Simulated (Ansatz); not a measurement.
Consider NiO in the rock salt structure (space group Fm-3m, No. 225; a = 4.2159 Å; ferromagnetic).

(Cell as relaxed with PBE.)

Levels (all Ansatz, a program for electronic structure, PAW): PBE (420 eV, scalar-relativistic without spin-orbit coupling); PBEsol+U (U_eff on d states: Ni 6.20 eV) (Ansatz, PAW, scalar-relativistic without spin-orbit coupling).

Each level relaxes its own structure.

```csv
base,PBE,PBEsol+U
volume per atom,9.37 Å³,9.29 Å³
lattice parameter a,4.216 Å,4.204 Å
band gap,zero,1.93 eV
largest site moment,1.45 μB,1.72 μB
```

Perturbation: the non-magnetic state is imposed and the cell is relaxed again.

```tsv
quantity	PBE	PBEsol+U
volume per atom	9.00 Å³	…
energy relative to the base (σ→0) (to 0.01 eV only: unlike meshes or grids)	+0.06 eV/atom	…
band gap	zero	…
```

Question: Given the PBE results, estimate those of PBEsol+U.

Answer: 
- volume per atom, PBEsol+U: 8.56 Å³
- energy relative to the base (σ→0) (to 0.01 eV only: unlike meshes or grids), PBEsol+U: +0.88 eV/atom
- band gap, PBEsol+U: zero

PBE's volume per atom lies 0.435 Å³ above PBEsol+U's (5.1 %); PBE's energy relative to the base lies 0.82 eV/atom below PBEsol+U's; the two agree on the band gap. Neither level is exact; PBEsol+U is the comparison here, not a measurement.

The magnetic state is the one reached from the starting moments; the real material's order can differ, and small cells can't hold many antiferromagnetic ones. No phonon test of stability was made. No Hubbard U is applied in the runs without +U, and correlation can decide whether such a compound is a metal. A gap here joins edges of opposite spin (a spin-flip gap). Spin-polarised in the final run: PBE base and PBEsol+U base; the other runs are not. In its common phase, real NiO is an antiferromagnetic insulator at low temperature. The U values are a database's picks, fitted on other projectors than the ortho-atomic ones used here.
